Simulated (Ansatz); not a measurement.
Ansatz (a program for electronic structure), DFT, PBE, plane waves, its default PAW files: Cu(111) slab of 4 layers, 1x1, atoms displaced, unrelaxed, 4 atoms. Basis and mesh were picked for this test and aren't claimed converged.

```json
{
  "cell": "2.56, 2.56, 26.26 Å; 90, 90, 60°",
  "distance_to_the_nearest_atom": "2.54 to 2.56 Å",
  "task": "single point",
  "k mesh": "10×10×1",
  "hamiltonian.xc": "pbe",
  "kind_of_files": "paw",
  "scf.occupations.method": "fermi_dirac",
  "scf.occupations.width": "0.05 eV",
  "scf.initial_density.chi_scale": "0.1",
  "output.forces": "true",
  "binding of workers (--pin)": "off",
  "k-point pools (--kpoint-pools)": "1",
  "memory maximum (--max-ram)": "8GiB",
  "accuracy": "medium (default)",
  "basis.precision": "auto (default)",
  "basis.xc_grid": "2 (default)",
  "scf.eigensolver.kind": "auto (default)",
  "scf.convergence.dr2_threshold": "1e-07 (default)",
  "scf.lower_state_search": "light (default)",
  "k-points after symmetry": "52",
  "bands_at_the_start": "43",
  "electrons": "76",
  "plane waves at Γ": "2949",
  "cutoff (eV)": "420",
  "FFT grid": "18×18×180",
  "symmetry_operations": "1"
}
```

One run each.

All on 4 threads. Base settings, kept where nothing else is said: scf.mixing.algorithm = auto (default), scf.mixing.preconditioner = auto (default), scf.algorithm = auto (default) (scf.mixing.beta, scf.mixing.ndim, scf.mixing.q_tf not set). The settings tried:…
- scf.mixing.ndim = 4
- the base settings
- scf.mixing.algorithm = broyden
- scf.mixing.preconditioner = kerker_dos
- scf.mixing.algorithm = anderson
- scf.mixing.algorithm = anderson, scf.mixing.ndim = 1
- scf.mixing.algorithm = broyden, scf.mixing.beta = 0.3
- scf.mixing.algorithm = msr1
- scf.mixing.algorithm = anderson, scf.mixing.ndim = 16
- scf.mixing.algorithm = broyden, scf.mixing.beta = 1
- scf.algorithm = direct_min
- scf.mixing.preconditioner = kerker
- scf.mixing.algorithm = anderson, scf.mixing.ndim = 4
- scf.mixing.algorithm = broyden, scf.mixing.preconditioner = kerker
- scf.mixing.preconditioner = ldos
- scf.mixing.preconditioner = local_kerker
- scf.mixing.algorithm = broyden, scf.mixing.preconditioner = kerker, scf.mixing.q_tf = 1.5 1/Å
- scf.mixing.preconditioner = none
- scf.mixing.ndim = 16
- scf.mixing.algorithm = broyden, scf.mixing.beta = 0.7
- scf.mixing.algorithm = broyden, scf.mixing.beta = 0.1
- scf.mixing.algorithm = broyden, scf.mixing.preconditioner = none
- scf.mixing.algorithm = broyden, scf.mixing.preconditioner = kerker, scf.mixing.q_tf = 0.5 1/Å

Question: Predict which of these converge in the fewest SCF iterations.

Answer: Fewest SCF iterations: scf.algorithm = direct_min (7). Most among those that reach the base run's result: scf.mixing.algorithm = broyden, scf.mixing.preconditioner = kerker (54). No count from: scf.mixing.algorithm = anderson, scf.mixing.ndim = 1 (unfinished when stopped at the time that we allowed, after 22 SCF iterations). All the others converged. In the base run the program took: scf.mixing.algorithm MSR1, scf.mixing.preconditioner LDOS, scf.eigensolver.kind band_cg, --slots 4.

```csv
setting,SCF iterations,applications of H to a band,end
scf.algorithm = direct_min,7,210934,converged
the base settings,13,62603,converged
scf.mixing.algorithm = msr1,13,62603,converged
scf.mixing.preconditioner = ldos,13,62603,converged
scf.mixing.ndim = 16,13,69512,converged
scf.mixing.algorithm = broyden,14,70991,converged
"scf.mixing.algorithm = broyden, scf.mixing.beta = 0.3",14,68683,converged
"scf.mixing.algorithm = broyden, scf.mixing.beta = 1",14,70991,converged
"scf.mixing.algorithm = anderson, scf.mixing.ndim = 16",14,70049,converged
scf.mixing.ndim = 4,14,72344,converged
scf.mixing.algorithm = anderson,15,73687,converged
"scf.mixing.algorithm = broyden, scf.mixing.beta = 0.7",15,70725,converged
"scf.mixing.algorithm = anderson, scf.mixing.ndim = 4",16,83488,converged
scf.mixing.preconditioner = none,17,78525,converged
scf.mixing.preconditioner = local_kerker,17,76889,converged
"scf.mixing.algorithm = broyden, scf.mixing.preconditioner = none",17,73531,converged
"scf.mixing.algorithm = broyden, scf.mixing.beta = 0.1",17,78019,converged
"scf.mixing.algorithm = broyden, scf.mixing.preconditioner = kerker, scf.mixing.q_tf = 0.5 1/Å",20,87996,converged
"scf.mixing.algorithm = broyden, scf.mixing.preconditioner = kerker, scf.mixing.q_tf = 1.5 1/Å",32,128009,converged
scf.mixing.preconditioner = kerker_dos,35,126065,converged
scf.mixing.preconditioner = kerker,46,158989,converged
"scf.mixing.algorithm = broyden, scf.mixing.preconditioner = kerker",54,199791,converged
```

An iteration's cost differs between solvers, so these counts don't give the time.

Keys are those of Ansatz 0.2.
